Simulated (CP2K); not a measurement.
**Refining one setting for TaAg₃ (I4/mmm, 4 atoms in the cell)**

```xyz
4
Lattice="5.2386 0.0000 0.0000 2.2285 4.7409 0.0000 -3.7336 -2.3704 2.8079" Properties=species:S:1:pos:R:3 pbc="T T T"
Ag     3.7336     2.3704     0.0000
Ag     2.6193     0.0000     1.4039
Ag     1.1143     2.3704     1.4039
Ta     0.0000     0.0000     0.0000
```

Computed with PBE, GPW, DZVP-MOLOPT-SR-GTH basis, GTH-PBE potentials (GTH_POTENTIALS) in CP2K.

The starting cell was generated: these elements placed on a structure prototype, without a prior relaxation; it need not be a known phase or ordering of this composition. Its lattice was rescaled by a random factor within 2.5 % of one. Spin polarisation is off. Values carry the incompleteness of an atom-centred basis. In the base run, with a pressure of about 4 GPa the cell is away from its equilibrium volume at this level.

Held fixed: CUTOFF = 500 Ry; REL_CUTOFF = 40 Ry; SMEAR/METHOD = FERMI_DIRAC; ELECTRONIC_TEMPERATURE = 1160.45 K; XC_FUNCTIONAL = PBE; Ag/BASIS_SET = DZVP-MOLOPT-SR-GTH; Ag/POTENTIAL = GTH-PBE-q11; Ta/BASIS_SET = DZVP-MOLOPT-SR-GTH; Ta/POTENTIAL = GTH-PBE-q13; METHOD = GPW; EPS_DEFAULT = 1e-10; NGRIDS = 5; SCF_GUESS = ATOMIC; EPS_SCF = 1e-06; MAX_SCF = 100; ADDED_MOS = 8; MIXING/METHOD = BROYDEN_MIXING; MIXING/ALPHA = 0.2; MIXING/NBUFFER = 12.

ΔF is the free energy per atom less that of the last row (MACDONALD 7 7 7 0.07142857143 0.07142857143 0.07142857143).

The series runs over KPOINTS/SCHEME = MACDONALD 1 1 1 0.5 0.5 0.5; MONKHORST-PACK 2 2 2; MACDONALD 3 3 3 0.1666666667 0.1666666667 0.1666666667; MONKHORST-PACK 4 4 4; MACDONALD 5 5 5 0.1 0.1 0.1; MACDONALD 7 7 7 0.07142857143 0.07142857143 0.07142857143.

Problem. From which setting on does the energy stay within 10 meV/atom of the last one?

Solution. From KPOINTS/SCHEME = MACDONALD 5 5 5 0.1 0.1 0.1 on; the one before it is off by 18 meV/atom. Only the last setting checks this, so the series should go further.

Problem. From which setting on does the pressure stay within 1 GPa of the last one?

Solution. From KPOINTS/SCHEME = MONKHORST-PACK 2 2 2 on; the one before it is off by 17 GPa. The value it settles on is 3.9 GPa at this level of theory and with the other settings as held.

```json
[
 {"KPOINTS/SCHEME": "MACDONALD 1 1 1 0.5 0.5 0.5", "ΔF (meV/atom)": "382.1", "pressure (GPa)": "20.51", "k-points": "1", "iterations": "18"},
 {"KPOINTS/SCHEME": "MONKHORST-PACK 2 2 2", "ΔF (meV/atom)": "-35.4", "pressure (GPa)": "4.33", "k-points": "4", "iterations": "15"},
 {"KPOINTS/SCHEME": "MACDONALD 3 3 3 0.1666666667 0.1666666667 0.1666666667", "ΔF (meV/atom)": "-23.0", "pressure (GPa)": "4.08", "k-points": "27", "iterations": "15"},
 {"KPOINTS/SCHEME": "MONKHORST-PACK 4 4 4", "ΔF (meV/atom)": "-18.3", "pressure (GPa)": "3.78", "k-points": "32", "iterations": "15"},
 {"KPOINTS/SCHEME": "MACDONALD 5 5 5 0.1 0.1 0.1", "ΔF (meV/atom)": "-6.1", "pressure (GPa)": "3.79", "k-points": "63", "iterations": "15"},
 {"KPOINTS/SCHEME": "MACDONALD 7 7 7 0.07142857143 0.07142857143 0.07142857143", "ΔF (meV/atom)": "0.00", "pressure (GPa)": "3.88", "k-points": "343", "iterations": "15"}
]
```
